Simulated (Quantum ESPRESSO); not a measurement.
A self-consistent single point of TaTc (Pm-3m, 2 atoms in the cell) with Quantum ESPRESSO.

Method of the run: LDA (PZ), GBRV 1.5 ultrasoft (LDA) pseudopotentials (plane waves; Quantum ESPRESSO).

```xyz
2
Lattice="3.1749 0.0000 0.0000 0.0000 3.1749 0.0000 0.0000 0.0000 3.1749" Properties=species:S:1:pos:R:3 pbc="T T T"
Ta     0.0000     0.0000     0.0000
Tc     1.5875     1.5875     1.5875
```

Reference input (self-consistent single point, DFT, LDA (PZ), plane waves, GBRV 1.5 ultrasoft (LDA) pseudopotentials): ecutwfc = 40 Ry; ecutrho = 320 Ry; occupations = smearing; smearing = gaussian; degauss = 0.0036749 Ry; potentials = {Ta: ta_lda_v1.uspp.F.UPF, Tc: tc_lda_v1.uspp.F.UPF}; K_POINTS = automatic 14 14 14 0 0 0; conv_thr = 1e-10 Ry; mixing_beta = 0.3. This run's input differs from it in these lines:

```diff
@@ -16,3 +16,3 @@
     smearing = 'gaussian'
-    degauss = 0.0036749
+    degauss = 0.011025
 /
```

The program printed (abridged):

```
     Self-consistent Calculation

     iteration #  1     ecut=    40.00 Ry     beta= 0.30

     negative rho (up, down):  2.163E-01 0.000E+00

     total energy              =    -316.34100153 Ry
     estimated scf accuracy    <       0.74040491 Ry

     iteration #  2     ecut=    40.00 Ry     beta= 0.30

     negative rho (up, down):  2.160E-01 0.000E+00

     total energy              =    -316.37812447 Ry
     estimated scf accuracy    <       0.25063904 Ry

     iteration #  3     ecut=    40.00 Ry     beta= 0.30

     negative rho (up, down):  2.175E-01 0.000E+00

     total energy              =    -316.37543069 Ry
     estimated scf accuracy    <       0.05397379 Ry

   [... 8 blocks of this kind left out ...]

     iteration # 12     ecut=    40.00 Ry     beta= 0.30

     negative rho (up, down):  2.189E-01 0.000E+00

     total energy              =    -316.38708319 Ry
     estimated scf accuracy    <          3.2E-10 Ry

     iteration # 13     ecut=    40.00 Ry     beta= 0.30

     negative rho (up, down):  2.189E-01 0.000E+00
     End of self-consistent calculation

     Number of k-points >= 100: set verbosity='high' to print the bands.

     the Fermi energy is    20.8351 ev

!    total energy              =    -316.38708319 Ry
     estimated scf accuracy    <          1.8E-11 Ry
     smearing contrib. (-TS)   =      -0.00048275 Ry
     internal energy E=F+TS    =    -316.38660043 Ry

     convergence has been achieved in  13 iterations

     negative rho (up, down):  2.189E-01 0.000E+00

     Forces acting on atoms (cartesian axes, Ry/au):

     atom    1 type  1   force =     0.00000000    0.00000000    0.00000000
     atom    2 type  2   force =     0.00000000    0.00000000    0.00000000

     Total force =     0.000000     Total SCF correction =     0.000000

     negative rho (up, down):  2.189E-01 0.000E+00
          total   stress  (Ry/bohr**3)                   (kbar)     P=     -120.73
  -0.00082074   0.00000000   0.00000000         -120.73        0.00        0.00
   0.00000000  -0.00082074   0.00000000            0.00     -120.73        0.00
   0.00000000   0.00000000  -0.00082074            0.00        0.00     -120.73

   JOB DONE.
```

The run converged in 13 iterations. Against the reference run the free energy falls by 1.5 meV/atom and the pressure moves little (-12.00 to -12.07 GPa).

The starting cell comes from a database of computed structures (which also holds hypothetical and non-ambient phases and stackings), without a prior relaxation at this level. Spin polarisation is off. With a pressure of about -12 GPa the cell is away from its equilibrium volume at this level.

Cost on one core of a shared machine: roughly 40 s.
